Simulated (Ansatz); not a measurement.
Given:

```yaml
crystal:
  lattice:
    - [3.37741, 0.00000, 0.00000]
    - [-1.68870, 2.92492, 0.00000]
    - [0.00000, 0.00000, 13.16982]
  atoms:
    - { symbol: W, position: [0.66667, 0.33333, 0.75000] }
    - { symbol: W, position: [0.33333, 0.66667, 0.25000] }
    - { symbol: Se, position: [0.66667, 0.33333, 0.37558] }
    - { symbol: Se, position: [0.33333, 0.66667, 0.87558] }
    - { symbol: Se, position: [0.33333, 0.66667, 0.62442] }
    - { symbol: Se, position: [0.66667, 0.33333, 0.12442] }
```

No spin polarisation.

Level of theory: PBE-D3(BJ), PAW, 420 eV (Ansatz, a program for electronic structure; no SOC). Settings: 12×12×3 k-points, 0.05 eV Fermi–Dirac smearing.

### Question
What band gap does the calculation give?

### Answer
0.94 eV.

### Question
What is the computed valence-band top at Γ (three highest levels, from the VBM)?

### Answer
0.00, -0.86, -1.08 eV.

Spin-orbit coupling, missing from the scalar runs, can matter with W. The cells carry an imposed strain or load. Whether these cells are dynamically stable was not tested. The cell was made from WSe₂ (space group P6_3/mmc, No. 194; layered, stacked along the Cartesian z axis) by this change: isotropic strain +3.00 %.
